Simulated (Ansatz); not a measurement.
The starting structures come from a database of crystals and need not be the phases stable at ambient conditions.

Inside the gap of an insulator the Bloch states are evanescent, with a wavenumber k + iκ along the transport direction.

Data:

```
CELL_PARAMETERS angstrom
      4.69074     0.00000     0.00000
      0.00000    10.17998     0.00000
     -0.35829     0.00000     8.76035
ATOMIC_POSITIONS crystal
  K  0.59466 0.23639 0.62110
  K  0.09466 0.76361 0.12110
  H  0.11608 0.20373 0.87394
  H  0.61608 0.79627 0.37394
  H  0.12358 0.35350 0.83762
  H  0.62358 0.64650 0.33762
  I  0.57158 0.54533 0.90540
  I  0.07158 0.45467 0.40540
  I  0.33640 0.75652 0.70240
  I  0.83640 0.24348 0.20240
  I  0.11068 0.96830 0.49916
  I  0.61068 0.03170 0.99916
  O  0.10304 0.26708 0.78959
  O  0.60304 0.73292 0.28959
```

Space group of this cell: Pc. The cell is taken as given; by PBEsol its mean pressure is -1.0 GPa.

Transport runs along the normal of the first two printed cell vectors.

The gap is the functional's own, uncorrected, and κ follows it; spin-orbit coupling is left out. Mid-gap values are interpolated between the computed energies.

### Question
Predict the band gap and the smallest decay constant κ at mid-gap from PBEsol (Ansatz, a first-principles code).

### Answer
Gap 1.86 eV on a 6×4×4 mesh; κ = 0.242 1/Å, at (0.000, 0.500) of the in-plane reciprocal vectors. At the zone centre, at the nearest computed energy, the slowest state has κ = 0.25 1/Å.
